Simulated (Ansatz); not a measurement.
Quick settings and what they miss: BaZrO3 (I4/mcm, 10 atoms in the cell)

Self-consistent single point.

```
BaZrO3
1.0
   -3.01388     3.01388     4.26619
    3.01388    -3.01388     4.26619
    3.01388     3.01388    -4.26619
Ba Zr O
2 2 6
Direct
  0.75000   0.25000   0.50000
  0.25000   0.75000   0.50000
  0.00000   0.00000   0.00000
  0.50000   0.50000   0.00000
  0.75000   0.75000   0.00000
  0.25000   0.25000   0.00000
  0.23937   0.73937   0.97874
  0.76063   0.26063   0.02126
  0.73937   0.76063   0.50000
  0.26063   0.23937   0.50000
```

Computed with r2SCAN, PAW files made with PBE (plane waves; Ansatz, a first-principles code).

Base settings: basis.ecutwfc = 500 eV; kpoints.mp_grid.grid = 4 4 4; hamiltonian.xc = r2scan; hamiltonian.pseudopotentials = {kind: paw} (the program's default PAW files); scf.occupations.method = gaussian; scf.occupations.width = 0.05 eV.

Tight run (finer mesh or higher cutoff; not a proven limit): basis.ecutwfc: 500 eV → 700 eV; kpoints.mp_grid.grid: 4 4 4 → 6 6 6; scf.convergence.dr2_threshold: default (1e-07 eV) → 1e-09 eV. It gave top of the valence band (on the code's own zero) 8.83 eV; gap on the k-point mesh 3.64 eV; pressure -6.29 GPa; largest force (vector length) 0.020 eV/Å.

Quick runs, as changes from the base:
- A: the base itself
- B: basis.ecutwfc: 500 eV → 250 eV; kpoints.mp_grid.grid: 4 4 4 → 3 3 3; hamiltonian.xc: r2scan → lda; scf.occupations.method: gaussian → methfessel_paxton; scf.occupations.width: 0.05 eV → 0.5 eV; kpoints.mp_grid.shift: default → 0.5 0.5 0.5 [LDA (PW92)]
- C: basis.ecutwfc: 500 eV → 210 eV; hamiltonian.xc: r2scan → lda; scf.occupations.method: gaussian → fermi_dirac; scf.occupations.width: 0.05 eV → 0.5 eV; scf.convergence.dr2_threshold: default (1e-07 eV) → 0.001 eV [LDA (PW92)]
- D: basis.ecutwfc: 500 eV → 250 eV; kpoints.mp_grid.grid: 4 4 4 → 1 1 1; hamiltonian.xc: r2scan → lda; scf.occupations.method: gaussian → methfessel_paxton; scf.occupations.width: 0.05 eV → 0.272 eV; kpoints.mp_grid.shift: default → 0.5 0.5 0.5; scf.convergence.dr2_threshold: default (1e-07 eV) → 0.001 eV [LDA (PW92)]

Dashes: count of B, C, D, another kind of functional, whose work the count does not hold.

Gaps are read on each run's own mesh, which may miss the band edges.

† marks runs with another functional, U, potentials or spin treatment: their distance from the tight run is not a convergence error alone.

The count of work is k-points × plane waves × bands × iterations; it is no time. 

Pressures in the table are Ansatz's without its Pulay estimate, at a fixed set of plane waves; the tight run's value above holds the estimate.

The starting cell comes from a database of computed structures (which also holds hypothetical and non-ambient phases and stackings), without a prior relaxation at this level. Its lattice was rescaled by a random factor within 2.5 % of one. In the base run, with a pressure of about -6 GPa the cell is away from its equilibrium volume at this level.

```csv
run,pressure less tight (GPa),largest miss in a force vector (eV/Å),gap on the mesh less tight (eV),count of work / tight
A,-0.05,0.000,0.000,0.23
B†,-55.01,0.061,-0.542,–
C†,-113.37,0.160,-0.509,–
D†,-61.29,0.218,-0.238,–
```

Left out of this page: 2 runs of the series outside the window shown, repeating another row's setting, or not comparable.

Keys are those of Ansatz 0.2.
